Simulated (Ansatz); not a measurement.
Relaxation of the outer planes of the (112) surface of tetragonal WSi2 in its 1x1 cell (cut with top plane W, bottom plane W), outermost plane spacing 0.65 Å in the ideal cut (one of several cuts of this face), with 1 W a cell over the bulk's ratio.

Calculation: PBE (plane waves to 420 eV, PAW; Ansatz, an electronic-structure program).

Set-up: 16 atoms, Si10W6, 9.9 Å thick at the start (thin: gaps and levels are the slab's own); mesh 8x8x1; 0.1 eV smearing; dipole correction on; all atoms relaxed; symmetry of the start imposed; no spin, no spin-orbit, no U.

```csv
plane,atoms,bulk spacing to the next (Å),relaxed spacing (Å),change (%),rumpling (Å)
1,W,0.653,0.394,-39.7,0.00
2,Si,0.668,0.635,-4.9,0.00
```
